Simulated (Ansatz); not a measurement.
## Effective masses and thermopower of Cu2O (Pn-3m)

Consider the following.

```
Cu2O
1.0
    4.22266     0.00000     0.00000
    0.00000     4.22266     0.00000
    0.00000     0.00000     4.22266
Cu O
4 2
Direct
  0.25000   0.25000   0.75000
  0.25000   0.75000   0.25000
  0.75000   0.75000   0.75000
  0.75000   0.25000   0.25000
  0.50000   0.50000   0.50000
  0.00000   0.00000   0.00000
```

These are PBEsol, rigid bands (plane waves, PAW, scalar-relativistic; Ansatz, an electronic-structure program) values and carry that method's errors. Cell: cell and atoms relaxed with PBEsol.

```yaml
band_gap: 0.56 eV
electron conductivity mass (300 K, dilute): 0.96 mₑ
effective density of states N_c (300 K): 2.4e19 cm⁻³
density_of_states_mass_electrons: 0.97 mₑ
Seebeck coefficient, n-type 1e19 cm⁻³, 300 K: -292 μV/K
best n-type power factor at 300 K for τ = 10 fs (best axis; densities from 1e16 to 1e21 cm⁻³ tried, whether or not they can be reached): 4.1 μW/(cm·K²) at 1e20 cm⁻³
```

Rigid bands; masses and Seebeck coefficients take one relaxation time τ for all states and one kind of carrier; polarons and phonon drag are left out. Spin-orbit coupling is left out.
